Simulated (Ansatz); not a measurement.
Cubic perovskite CsSnI3 (cubic high-temperature phase) was calculated with PBE+SOC in Ansatz (plane waves, PAW).

Settings: plane-wave cutoff 520 eV, 6×6×6 k mesh, Fermi–Dirac smearing 0.01 eV, PAW data made under PBE.

The cell has the measured lattice: a = b = c = 6.219 Å, α = β = γ = 90.00°.

Task: Give the computed band gap and Γ–Γ gap.

Result: 
* **band gap**: 0.05 eV (direct)
* **Γ–Γ gap**: 4.03 eV

Note: held by symmetry at 0 K, a high-temperature phase can be a saddle point; cell and atoms aren't relaxed at this level (pressure 0.5 GPa).

Computed values are for the static lattice.

The result took around 12 core-minutes (rough).

Ansatz is an electronic-structure program.
